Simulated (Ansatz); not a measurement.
Consider the following.

```yaml
crystal:
  lattice:
    - [-1.86848, 1.86848, 4.71153]
    - [1.86848, -1.86848, 4.71153]
    - [1.86848, 1.86848, -4.71153]
  atoms:
    - { symbol: Ti, position: [0.75000, 0.25000, 0.50000] }
    - { symbol: Ti, position: [0.00000, 0.00000, 0.00000] }
    - { symbol: O, position: [0.54159, 0.04159, 0.50000] }
    - { symbol: O, position: [0.79159, 0.79159, 0.00000] }
    - { symbol: O, position: [0.20841, 0.20841, 0.00000] }
    - { symbol: O, position: [0.95841, 0.45841, 0.50000] }
```

No spin polarisation.

The values are results of plane-wave PAW DFT at the LDA level (Ansatz, an electronic-structure program, 420 eV), no SOC, not measurements. Γ-centred 12×12×12 mesh, Fermi–Dirac width 0.05 eV.

Q: Predict the width of the top valence band, smallest direct gap, band gap and gap character.

A: The width of the top valence band is 0.88 eV and the smallest direct gap is 2.44 eV. The band gap comes out as 2.08 eV and the gap character is indirect, Γ–X (87 % along) → Γ.

Load acts through the strain it causes; cell and atoms are relaxed under it. Stability against distortions was not tested. The final runs are not spin-polarised. The cell was made from TiO$_{2}$ in the anatase structure (space group I4_1/amd, No. 141) by this change: pressure 0.9 GPa.
